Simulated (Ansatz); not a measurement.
What pressure 30 GPa does to CdS

Take CdS in the zinc blende structure (space group F-43m, No. 216; a = 5.927 Å) as the base.

One thing is altered: cell and atoms relaxed at a pressure of 30 GPa.

The values are results of PBE, PAW, 420 eV (Ansatz, an electronic-structure program; no spin-orbit coupling), not measurements. k-mesh 10×10×10 (Γ-centred); smearing 0.05 eV (Fermi–Dirac).

The volume per atom drops by 6.54 Å³, from 26.02 Å³ to 19.48 Å³ and the density grows by 1.55 g/cm³, from 4.61 g/cm³ to 6.16 g/cm³. The lattice parameter a drops by 0.546 Å (5.927 Å → 5.381 Å) and the shortest interatomic distance falls by 0.236 Å (2.566 Å → 2.330 Å). The enthalpy H = E + PV relative to the base's energy is +4.12 eV/atom and the band gap goes up by 0.55 eV, from 1.04 eV to 1.59 eV. The gap character stays direct at Γ and the width of the top valence band rises by 1.14 eV (2.02 eV → 3.16 eV). The electron mass becomes 0.16 mₑ (at Γ) (base: 0.12 mₑ (at Γ)) and the hole mass (degenerate bands, along [100]) becomes 0.17, 0.55, 0.55 mₑ (at Γ) (base: 0.13, 0.82, 0.82 mₑ (at Γ)). The valley order (the lowest conduction-band minima on the path, energy above the VBM, named in the base's zone) becomes Γ 1.59 eV; X along ⟨100⟩ 3.04 eV (base: Γ 1.04 eV; X along ⟨100⟩ 3.63 eV).

Final structure:

```
CELL_PARAMETERS angstrom
      0.00000     2.69055     2.69055
      2.69055     0.00000     2.69055
      2.69055     2.69055     0.00000
ATOMIC_POSITIONS crystal
  Cd 0.00000 0.00000 0.00000
  S  0.25000 0.25000 0.25000
```

Load acts through the strain it causes; cell and atoms are relaxed under it. Effective masses come from finite differences of ±0.01 Å⁻¹. Stability against distortions was not tested. Tetrahedral semiconductors of this kind turn to denser phases somewhere between about 1 and 50 GPa; those were not computed, so compressed cells here can lie past the real transition.
